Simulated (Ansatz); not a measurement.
Nb2InC (P6₃/mmc, No. 194, 8 atoms in the cell; start mp-19835)

The numbers are results of r²SCAN (Ansatz, a program for electronic structure, plane waves, PAW), not measurements.

Settings: plane-wave cutoff 560 eV, 18×18×4 k mesh (along the axes of the cell as run), Fermi–Dirac smearing 0.05 eV, no spin polarisation, scalar-relativistic PAW data made under PBE.

Cell (relaxed at this level):

```cif
data_C2In2Nb4
_chemical_formula_sum 'Nb4 In2 C2'
_space_group_name_H-M_alt 'P 1'
_space_group_IT_number 1
_cell_length_a 3.18079
_cell_length_b 3.18079
_cell_length_c 14.44605
_cell_angle_alpha 90.000
_cell_angle_beta 90.000
_cell_angle_gamma 120.000
loop_
_space_group_symop_operation_xyz
  'x, y, z'
loop_
_atom_site_label
_atom_site_type_symbol
_atom_site_fract_x
_atom_site_fract_y
_atom_site_fract_z
_atom_site_occupancy
Nb1 Nb 0.66667 0.33333 0.91745 1
Nb2 Nb 0.33333 0.66667 0.08255 1
Nb3 Nb 0.33333 0.66667 0.41745 1
Nb4 Nb 0.66667 0.33333 0.58255 1
In1 In 0.66667 0.33333 0.25000 1
In2 In 0.33333 0.66667 0.75000 1
C1 C 0.00000 0.00000 0.00000 1
C2 C 0.00000 0.00000 0.50000 1
```

For Nb2InC (P6₃/mmc, No. 194, 8 atoms in the cell; start mp-19835), the bulk modulus is 168 GPa.

Note: the run has no spin polarisation, so it can have missed a magnetic state; the bulk modulus is −V dP/dV from two relaxed cells at ±2 % in volume; the relaxation could not lower the start's symmetry, so the cell can be a saddle point above a distorted one.

Spin–orbit coupling is not included; it can open a gap where bands touch, and shift volumes and moduli.

Static lattice: no zero-point or thermal effects.

The result took roughly 12 core-minutes.

A start named mp-… is a Materials Project structure, which need not be a measured phase.
